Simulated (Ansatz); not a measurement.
Results of r²SCAN (PAW; Ansatz, a first-principles code) for BP (P6₃mc, No. 186, 4 atoms in the cell; start mp-1008559; a measured phase of this formula has another space group).

Run with plane-wave cutoff 600 eV, 12×12×6 k mesh (along the axes of the cell as run), scalar-relativistic PAW data made under PBE.

Computed at the level's own relaxed cell.

Hill averages of the elastic tensor: K = 169.7 GPa, G = 174.5 GPa. Volume 11.673 Å³/atom, mean atomic mass 20.892 u.

### Question
Work out the density, the sound velocities of a polycrystal and the elastic Debye temperature at this level.

### Answer
ρ = 1.66054 × 20.892/11.673 = 2.972 g/cm³. v_l = √[(K + 4G/3)/ρ] = 11.636 km/s and v_t = √(G/ρ) = 7.663 km/s. The mean follows from 3/v_m³ = 1/v_l³ + 2/v_t³: v_m = 8.390 km/s. Θ_D = (ħ/k_B) v_m (6π²/V)^(1/3) = 76.38 K Å s/km × 8.390 × 1.7183 Å⁻¹ = 1101 K, counting all atoms of the cell.

Note: the relaxation could not lower the start's symmetry, so the cell can be a saddle point above a distorted one.

A start named mp-… is a Materials Project structure, which need not be a measured phase.
